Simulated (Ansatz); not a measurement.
A calculation on MoPt2 (Immm, No. 71) returned equilibrium volume per atom 14.48 Å³/atom, bulk modulus 330 GPa, formation enthalpy -0.413 eV/atom.

### Question
Which level of theory produced these numbers?
A. PBEsol-D3(BJ) (Ansatz, a program for electronic structure)
B. r²SCAN+rVV10 (Ansatz)
C. PBEsol (Ansatz)
D. r²SCAN (Ansatz)

### Answer
A, PBEsol-D3(BJ) (Ansatz)

The others give: PBEsol 14.87 Å³/atom, 305 GPa, -0.400 eV/atom; r²SCAN+rVV10 14.97 Å³/atom, 304 GPa, -0.394 eV/atom; r²SCAN 15.11 Å³/atom, 294 GPa, -0.388 eV/atom.

Unless a cell is named, each level is at its own relaxed cell (PBEsol 14.87, PBEsol-D3(BJ) 14.48, r²SCAN 15.11, r²SCAN+rVV10 14.97 Å³/atom).

The crystal itself was run without spin with PBEsol, r²SCAN+rVV10, r²SCAN, PBEsol-D3(BJ); a magnetic state was not tried in these runs.

Caveats: the relaxation could not lower the start's symmetry, so the cell can be a saddle point above a distorted one (PBEsol, r²SCAN+rVV10, r²SCAN, PBEsol-D3(BJ)). Ansatz's density-functional and Hartree–Fock values are scalar-relativistic unless marked +SOC, with PAW data made under PBE.
